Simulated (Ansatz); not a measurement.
Task: Name crystals whose Seebeck coefficient, p-type 1e19 cm⁻³ lies between 320 and 500 μV/K and whose electron conductivity mass lies between 0.3 and 0.46 mₑ, by r2SCAN, rigid bands in Ansatz (a quantum-chemistry and plane-wave program).

Result: Many crystals can fit; among those computed here:
- BeS (F-43m): 397 μV/K, 0.37 mₑ
- KMgH₃ (Pm-3m): 369 μV/K, 0.38 mₑ
- AlN (P6_3mc): 372 μV/K, 0.31 mₑ
- SiC (P6_3mc): 410 μV/K, 0.36 mₑ
- LiH (Fm-3m): 431 μV/K, 0.31 mₑ

Masses are for dilute carriers at 300 K, harmonic means over directions unless an axis is named. Seebeck coefficients are for the stated density at 300 K, with one relaxation time for all states and whether or not that doping can be reached. Spin-orbit coupling is left out.

Formula and space group known from diffraction (Crystallography Open Database), not checked to be the room-temperature form: KMgH3 (Pm-3m).
